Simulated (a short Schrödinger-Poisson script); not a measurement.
From a short Schrödinger-Poisson script (our own, NumPy): one-band effective-mass equation with BenDaniel-Duke matching, electrons, heavy and light holes apart, hard walls at the outer ends, one valence edge for both holes (no strain splitting), no charge, excitons, band mixing or non-parabolicity; under a field the levels are quasi-bound states of a box, listed while three quarters of their weight lies within 4 nm of the wells.

Stack: single In0.2Ga0.8N/GaN quantum well.

From the first side: 12 nm GaN; 3 nm In0.2Ga0.8N, built-in field 2600 kV/cm; 12 nm GaN.

The device is made up for the run: typed textbook-type constants, with dimensions and the other settings drawn at random. In0.2Ga0.8N: direct gap (eV) 2.666, conduction-band edge (eV) 0, electron mass (mₑ) 0.174, heavy-hole mass 1.7, light-hole mass 0.3. GaN: direct gap (eV) 3.43, conduction-band edge (eV) 0.535, electron mass (mₑ) 0.2, heavy-hole mass 1.9, light-hole mass 0.33.

The valence-band edge of each layer lies one gap below its conduction-band edge. The electron's potential energy rises along the stack by the applied field and, inside the well alone, by the built-in field (unscreened; none in the barriers). Mesh 0.03 nm at interfaces.

Give the shift of e1-hh1 at 155 kV/cm (meV); the squared e1-hh1 overlap at zero applied field; the e1-hh1 transition at zero applied field (eV).

shift of e1-hh1 at 155 kV/cm (meV): -35.9; squared e1-hh1 overlap at zero applied field: 0.03; e1-hh1 transition at zero applied field (eV): 2.437. Excitons, screening of the built-in field, fields in the barriers and alloy fluctuations are left out, and strain enters only through the typed gaps and offsets, so measured lines lie elsewhere.
